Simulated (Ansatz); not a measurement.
Ansatz (an electronic-structure program) run on Lu2AlCo3 (R-3m, 6 atoms in the cell): relaxation of cell and atoms.

Method: LDA (PW92), default PAW files made with PBE (plane waves; Ansatz).

The change in words: atoms on their sites; basis.ecutwfc: 30.9 Ry → 46.3 Ry; relax: default → cell and atoms. Reference geometry:
```
CELL_PARAMETERS angstrom
      2.59108     1.49596     3.78806
     -2.59108     1.49596     3.78806
      0.00000    -2.99193     3.78806
ATOMIC_POSITIONS crystal
  Lu 0.37555 0.37555 0.37555
  Lu 0.62885 0.62885 0.62885
  Al 0.00000 0.00000 0.00000
  Co 0.50000 0.00000 0.00000
  Co 0.00000 0.50000 0.00000
  Co 0.00000 0.00000 0.50000
```

Reference input (self-consistent single point, DFT, LDA (PW92), plane waves, default PAW files made with PBE): basis.ecutwfc = 30.9 Ry; kpoints.mp_grid.grid = 5 5 5; hamiltonian.xc = lda; hamiltonian.pseudopotentials = {kind: paw} (the program's default PAW files); scf.occupations.method = fermi_dirac; scf.occupations.width = 0.0073 Ry. This run's input differs from it in these lines:

Ansatz 0.2 input:
```diff
@@ -6,3 +6,3 @@
   atoms:
-    - { symbol: Lu, position: [0.375553, 0.375553, 0.375553] }
+    - { symbol: Lu, position: [0.371153, 0.371153, 0.371153] }
     - { symbol: Lu, position: [0.628847, 0.628847, 0.628847] }
@@ -13,3 +13,3 @@
 basis:
-  ecutwfc: 30.9 Ry
+  ecutwfc: 46.3 Ry
 kpoints:
@@ -21,2 +21,4 @@
   occupations: { method: fermi_dirac, width: 0.0073 Ry }
+relax:
+  cell: {}
 output:
```

The program printed (abridged):

```
   [... SCF lines of the steps left out ...]
relax step   1: F+E_penalty+E_count = -44689.80710385 eV  Δ(F+E_penalty+E_count) = +0.000e0 eV  max|allowed force component| = 9.352e-2 eV/Å  Δτ_max = 0.0000 Å  P = -5.083 GPa  Ω = 88.099 Å³  (9 SCF iters, dr2 threshold 1.00e-7 eV, accepted)
relax step   2: F+E_penalty+E_count = -44689.86815259 eV  Δ(F+E_penalty+E_count) = -6.105e-2 eV  max|allowed force component| = 2.624e-2 eV/Å  Δτ_max = 0.0228 Å  P = +0.819 GPa  Ω = 84.376 Å³  energy of the carried Pulay correction = +6.371e-4 eV  [...]
   [... lines left out ...]
relax step   5: F+E_penalty+E_count = -44689.86955419 eV  Δ(F+E_penalty+E_count) = -4.158e-5 eV  max|allowed force component| = 4.685e-4 eV/Å  Δτ_max = 0.0019 Å  P = -0.002 GPa  Ω = 84.822 Å³  energy of the carried Pulay correction = +5.583e-4 eV  [...]
relax step   6: F+E_penalty+E_count = -44689.86900481 eV  Δ(F+E_penalty+E_count) = +5.494e-4 eV  max|allowed force component| = 4.213e-4 eV/Å  Δτ_max = 0.0000 Å  P = -0.002 GPa  Ω = 84.822 Å³  stress off target by 4.77e-3 GPa  SCF on the basis [...]
basis re-selected at this cell: Δ(F+E_penalty+E_count) = +5.494e-4 eV, ΔP = -0.001 GPa vs the last step
the relaxation is at rest under the 12 symmetry operations that the run kept from its start: a minimum is not shown …
Free energy (F): -44689.869005 eV
Internal energy: -44689.676704 eV  (E = F + TS)
E sigma→0 (E₀):  -44689.772855 eV
Entropy (-TS):   -0.192301 eV (-32.050 meV/atom)
Fermi energy:    17.805120 eV
--- Forces (eV/Å), atoms counted from 1 ---
  atom   1  Lu    -0.00000000     0.00000000     0.00042134
   [... lines left out ...]
  cell:  # Å, volume = 84.8223 Å³
   [... lines left out ...]
    - { symbol: Lu, position: [0.6265090981360698, 0.6265090981360698, 0.6265090981360699] }
    - { symbol: Al, position: [1.510583469169006e-19, 1.5105834691690062e-19, 1.5105837364634002e-19] }
    - { symbol: Co, position: [0.5, 0.0, 0.0] }
    - { symbol: Co, position: [0.0, 0.5, 0.0] }
    - { symbol: Co, position: [2.7755575615628914e-17, 2.7755575615628914e-17, 0.5] }
```

The run converged. 

Summary of the result:
- Free energy E − TS (on the zero of these files) = -44689.8690 eV
- Fermi level (on the code's own zero) = 17.81 eV
- Pressure = 0.00 GPa
- Final cell = a = b = c = 4.792 Å, α = β = γ = 64.09°
- Final volume per atom = 14.14 Å³
- Relaxation steps = 6

The starting cell comes from a database of computed structures (which also holds hypothetical and non-ambient phases and stackings), without a prior relaxation at this level. Its lattice was rescaled by up to half a per cent. Spin polarisation is off. The relaxation keeps the symmetry of its start, so its end need not be a minimum. Ansatz's pressure includes its estimate of the finite-basis (Pulay) stress.

Cost on one core of a shared machine: roughly 90 s.
